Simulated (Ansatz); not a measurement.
We consider pyrite PtAs2, described by revPBE (Ansatz, a quantum-chemistry and plane-wave program, PAW).

Run with plane-wave cutoff 520 eV, 6×6×6 k mesh, Fermi–Dirac smearing 0.01 eV, scalar-relativistic PAW data made under PBE.

Computed at the level's own relaxed cell.

Predict the equilibrium volume per atom, direct gap at Γ, smallest direct gap on the k points sampled and bulk modulus.


* **equilibrium volume per atom**: 18.77 Å³/atom
* **direct gap at Γ**: 1.47 eV
* **smallest direct gap on the k points sampled**: 0.73 eV
* **bulk modulus**: 128 GPa

Measured, for comparison: equilibrium volume per atom 17.70 Å³/atom (temperature not stated, no zero-point or thermal correction; as tabulated in Wikipedia's data pages). Computed (rounded) less measured: equilibrium volume per atom +6.0 %.

Note: the bulk modulus comes from volumes at which shape and atoms were relaxed.

Spin–orbit coupling is not included; it can close the smallest gap of 0.04 eV.

Static lattice: no zero-point or thermal effects.
